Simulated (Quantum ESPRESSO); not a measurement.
Quantum ESPRESSO is run on BaCu₂S₂ (I4/mmm, 5 atoms in the cell), and the run fails. The aim is a self-consistent single point with DFT, PBEsol, plane waves, PSlibrary PAW (PBE) pseudopotentials.

Cell that was meant: a = 6.8475 Å, b = 6.8475 Å, c = 6.8475 Å, α = 147.15°, β = 147.15°, γ = 47.14°.

Part of the input:

```fortran
   ibrav = 0
   nat = 5
   ntyp = 3
   ecutwfc = 50.0
   ecutrho = 300
   occupations = 'fixed'
   nbnd = 26
[...]
Cu    0.7500000000    0.2500000000    0.5000000000
Cu    0.2500000000    0.7500000000    0.5000000000
S     0.6410100000    0.6410100000    0.0000000000
S     0,3589900000    0,3589900000    0,0000000000
K_POINTS automatic
7 7 7  0 0 0
CELL_PARAMETERS angstrom
```

Output, abridged:

```
     This program is part of the open-source Quantum ESPRESSO suite
     for quantum simulation of materials; please cite

[eval_infix.c] A parsing error occurred
helper string:
0,3589900000
error code:
Error: invalid token: ,

 %%%%%%%%%%%%%%%%%%%%%%%%%%%%%%%%%%%%%%%%%%%%%%%%%%%%%%%%%%%%%%%%%%%%%%%%%%%%%%
     Error in routine card_atomic_positions (1):
     Error while parsing atomic position card.
 %%%%%%%%%%%%%%%%%%%%%%%%%%%%%%%%%%%%%%%%%%%%%%%%%%%%%%%%%%%%%%%%%%%%%%%%%%%%%%

     stopping ...
```

**Question.** Read the log: what does the program object to, and what is the fix?

**Answer.** The fault is decimal commas. The program does not read a comma as a decimal mark. To fix it, use decimal points. The program stopped before any SCF iteration.

The sound input it was made from differs as follows (other fixes are possible):
```diff
-   ecutwfc = 50.0
+   ecutwfc = 50
-S     0,3589900000    0,3589900000    0,0000000000
+S     0.3589900000    0.3589900000    0.0000000000
```

With that input, the run converged in 14 iterations: free energy E − TS -13348.3329 eV; top of the valence band (on the code's own zero) 10.29 eV; gap on the k-point mesh 0.33 eV; pressure -1.98 GPa; largest force (vector length) 0.105 eV/Å (DFT, PBEsol, plane waves, PSlibrary PAW (PBE) pseudopotentials).

On the sound input: the starting cell comes from a database of computed structures (which also holds hypothetical and non-ambient phases and stackings), without a prior relaxation at this level. Its lattice was rescaled by a random factor within 2.5 % of one.
